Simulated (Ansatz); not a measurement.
Consider AlN in the zinc blende structure (space group F-43m, No. 216; a = 4.342 Å). Axes: x, y, z lie along the cube axes.

All numbers come from LDA (Ansatz, a program for electronic structure, PAW, no SOC).

Base values:

- Valley order: X along ⟨100⟩ 3.25 eV; Γ 4.39 eV

One thing is altered: a pure shear with ε_xy = ε_yx = 0.0114, atoms relaxed at fixed cell.

### Question
What does the calculation give for the valley order after the change?

### Answer
The valley order (the lowest conduction-band minima on the path, energy above the VBM, named in the base's zone) goes from X along ⟨100⟩ 3.25 eV; Γ 4.39 eV to X along [001] 3.13 eV; X along [010] 3.15 eV; Γ 4.27 eV.

### Question
What happens to the stress?

### Answer
The stress (xx, yy, zz, yz, xz, xy; compression positive) is (0.07, 0.07, -0.04, 0.00, 0.00, -4.28) GPa.

### Question
Estimate the effect on the energy relative to the base.

### Answer
The energy increases by 3.1 meV/atom.

The levels and masses belong to the bands next to the band gap. The cells carry an imposed strain or load. No phonon test of stability was made. This is not the structure that AlN has at room temperature and ambient pressure.
